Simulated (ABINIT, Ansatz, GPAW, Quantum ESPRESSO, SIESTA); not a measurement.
# Cu₃Pd (Pm-3m, 4 atoms in the cell) computed with different codes at matched settings

Self-consistent single point.

```
Cu3Pd
1.0
    3.68588     0.00000     0.00000
    0.00000     3.68588     0.00000
    0.00000     0.00000     3.68588
Cu Pd
3 1
Direct
  0.00000   0.50000   0.50000
  0.50000   0.00000   0.50000
  0.50000   0.50000   0.00000
  0.00000   0.00000   0.00000
```

Shared settings, as Ansatz (a quantum-chemistry and plane-wave program) writes them: kpoints.mp_grid.grid = 9 9 9; scf.occupations.method = fermi_dirac; scf.occupations.width = 0.05 eV. Potentials and cutoffs stand in the table.

| code | model | pressure (GPa) | cutoff |
|---|---|---|---|
| Quantum ESPRESSO | LDA (PZ), GBRV 1.5 ultrasoft (LDA) pseudopotentials | -10.70 | 50 Ry |
| GPAW | LDA (Perdew-Wang 92), GPAW PAW datasets LDA (gpaw-data 1.0.1) | -9.88 | 800 eV |
| SIESTA | LDA PW92, numerical atomic orbitals DZP, PseudoDojo LDA standard norm-conserving potentials (rewritten from UPF to PSML) | -13.13 | grid 300 Ry |
| ABINIT | LDA (PW92), PAW (JTH v2.0 LDA PAW) | -10.65 | 816 eV |
| Ansatz | LDA (PW92), PAW files made with PBE | -10.29 | default |

On Ansatz's run: spin polarisation is off.

The spread over the programs that give each value: pressure within 3.25 GPa.

SIESTA uses small atom-centred bases, whose incompleteness enters pressures, forces and empty levels differently from a plane-wave cutoff. Ansatz's pressure is given at a fixed set of plane waves, as the other plane-wave codes print theirs; with its correction for the finite basis it is -10.22 GPa. The same LDA comes in different parametrisations, which differ slightly. In the pressure, SIESTA (by 2.66) lies more than 1 GPa from the median of the plane-wave programs.

The starting cell comes from a database of computed structures (which also holds hypothetical and non-ambient phases and stackings), without a prior relaxation at this level. Its lattice was rescaled by a random factor within 2.5 % of one.

Left out of this page: Elk (not drawn, or without a comparable value); FLEUR (with a known weakness of the program).

Keys are those of Ansatz 0.2.
